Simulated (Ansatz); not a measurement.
**ZnS, response to strain**

The parent structure is ZnS in the wurtzite structure (space group P6_3mc, No. 186; a = 3.7822 Å, c = 6.2077 Å). Axes: x lies along a and z along c of the hexagonal cell.

Strains are applied to the cell and any free atomic positions relax.

All numbers come from PBEsol in Ansatz (plane waves to 420 eV, PAW, no spin-orbit coupling).

Notes on the quantities. energy relative to the base: free energy F.

| case | band gap | shortest interatomic distance | energy relative to the base |
|---|---|---|---|
| base | 2.15 eV | 2.319 Å | 0 meV/atom |
| tensor shear ε_xz = +1.33 % | 2.12 eV | 2.316 Å | +1.2 meV/atom |
| tensor shear ε_xz = +0.67 % | 2.15 eV | 2.317 Å | +0.3 meV/atom |
| tensor shear ε_xz = +1.00 % | 2.14 eV | 2.316 Å | +0.7 meV/atom |
| tensor shear ε_xz = +2.00 % | 2.10 eV | 2.314 Å | +2.7 meV/atom |
| tensor shear ε_xz = +1.67 % | ? | ? | ? |
| tensor shear ε_xz = +0.33 % | 2.15 eV | 2.318 Å | +0.1 meV/atom |

Problem. What belongs in the blanks?

Solution. 
- tensor shear ε_xz = +1.67 %, band gap: 2.11 eV
- tensor shear ε_xz = +1.67 %, shortest interatomic distance: 2.315 Å
- tensor shear ε_xz = +1.67 %, energy relative to the base: +1.9 meV/atom

Stability against distortions was not tested.

Ansatz is a quantum-chemistry and plane-wave program.
